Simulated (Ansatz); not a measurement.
The starting structures come from a database of crystals and need not be the phases stable at ambient conditions.

Here is the system:

```xyz
14
Lattice="6.9012 0.0000 0.0000 0.0000 8.8280 0.0000 0.0000 4.4140 2.7844" Properties=species:S:1:pos:R:3 pbc="T T T"
Na     5.1759     7.1532     0.0000
Na     1.7253     6.0888     2.7844
Na     0.0000     4.4140     0.0000
Na     3.4506     4.4140     0.0000
S      5.1759     1.3238     0.0000
S      1.7253     7.5041     0.0000
O      2.9228     6.6567     0.0000
O      3.9784     2.1712     0.0000
O      6.3734     2.1712     0.0000
O      0.5278     6.6567     0.0000
O      5.1759     9.2814     1.2057
O      1.7253     3.9606     1.5787
O      1.7253     8.3746     1.2057
O      5.1759     4.8674     1.5787
```

Space group of this cell: Cmcm. The cell is taken as given; by r2SCAN its mean pressure is 1.6 GPa.

Transport runs along the normal of the first two printed cell vectors.

The gap is the functional's own, uncorrected, and κ follows it; spin-orbit coupling is left out. Mid-gap values are interpolated between the computed energies.

Compute, with r2SCAN (Ansatz, a quantum-chemistry and plane-wave program), the band gap and the smallest decay constant κ at mid-gap.

Gap 6.06 eV on a 6×12×12 mesh; κ = 0.487 1/Å, at the zone centre.
